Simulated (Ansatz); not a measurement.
Start from Si in the diamond structure (space group Fd-3m, No. 227).

```
Si
1.0
    0.00000     2.72216     2.72216
    2.72216     0.00000     2.72216
    2.72216     2.72216     0.00000
Si
2
Direct
  0.00000   0.00000   0.00000
  0.25000   0.25000   0.25000
```

Cartesian axes are those of the cell as printed.

The values are results of r2SCAN (Ansatz, an electronic-structure program, PAW, scalar-relativistic without spin-orbit coupling), not measurements.

Strains are applied to the cell and any free atomic positions relax.

One change was made to it. Results:

```tsv
quantity	base	after
smallest direct gap	2.74 eV	2.44 eV
band gap	0.78 eV	0.56 eV
energy relative to the base (free energy F)	0 meV/atom	+4.2 meV/atom
valence-band top at Γ (three highest levels, from the VBM)	0.00, 0.00, 0.00 eV	0.00, -0.14, -0.27 eV
shortest interatomic distance	2.357 Å	2.347 Å
```

### Question
What was done to the base?
A) tensor shear ε_xy = +0.86 %
B) tensor shear ε_xy = +0.29 %
C) tensor shear ε_xy = +1.43 %

### Answer
C, tensor shear ε_xy = +1.43 %. For comparison, the band gap in the other runs: tensor shear ε_xy = +0.86 % gives 0.68 eV; tensor shear ε_xy = +0.29 % gives 0.75 eV.

No phonon test of stability was made.
